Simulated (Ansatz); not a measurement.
Tunnelling through a barrier is set by its complex band structure: the current falls as exp(−2κd) with the smallest κ.

Data:

```yaml
crystal:
  lattice:
    - [3.60017, 0.00000, 0.00000]
    - [0.00000, 5.22516, 0.00000]
    - [0.00000, 0.00000, 3.60017]
  atoms:
    - { symbol: Zr, position: [0.00000, 0.00000, 0.00000] }
    - { symbol: Zr, position: [0.50000, 0.50000, 0.50000] }
    - { symbol: O, position: [0.50000, 0.69823, 0.00000] }
    - { symbol: O, position: [0.50000, 0.19823, 0.00000] }
    - { symbol: O, position: [0.00000, 0.80177, 0.50000] }
    - { symbol: O, position: [0.00000, 0.30177, 0.50000] }
```

The cell is taken as given.

Transport runs along the normal of the first two printed cell vectors, the (100) plane of the conventional cell.

The gap is the functional's own. No spin-orbit coupling. Mid-gap values are those at the computed energy nearest the middle.

### Question
Give the band gap and the smallest decay constant κ at mid-gap that Ansatz (a program for electronic structure) with r2SCAN yields.

### Answer
Gap 4.61 eV on a 8×6×8 mesh; κ = 0.399 1/Å, at the zone centre.
